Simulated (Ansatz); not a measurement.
# Migration barriers: Al vacancy in wurtzite AlN, charge state -3

Consider Al vacancy in wurtzite AlN, charge state -3. Level of theory: PBE, PAW (plane waves to 420 eV; Ansatz, a first-principles code).

Settings: 72 host sites, the relaxed PBE lattice, the Γ point alone, smearing 0.01 eV, spin-restricted, no image-charge correction. Static, classical nuclei. The charge state is imposed; whether it is stable for some Fermi level was not computed. Forms of the defect that were not tried may lie lower.

Barriers: single points on a 2×2×2 k-point mesh shifted by half a step along c at the bands' geometries (they differ from the bands' own by up to 0.16 eV, and are uncertain by about as much).

| Route | Start site over the lowest site run (eV) | Hop (Å) | Forward barrier (eV) | Backward barrier (eV) | Neighbours at the start | Neighbours at the saddle | Saddle order | Forward, on the band's own sampling (eV) |
|---|---|---|---|---|---|---|---|---|
| one Al atom jumps into the vacancy from a nearby Al site | 0.00 | 3.04 | 2.28 | 2.28 | N at 1.80, N at 1.90, N at 1.92, N at 1.94 Å | N at 1.77, 2 N at 2.17, 2 N at 2.28 Å | not checked, on a symmetry element | 2.44 |

Paths come from CI-NEB runs.  A band can be held on a symmetry element, so unchecked saddle points there may be too high. A further band (one Al atom jumps into the vacancy from a nearby Al site, 3.04 Å) gave 2.34 eV forward on its own sampling, 2.34 eV above the lowest site run, but a shoulder points to a second hump between its images, so it is not taken as a result.
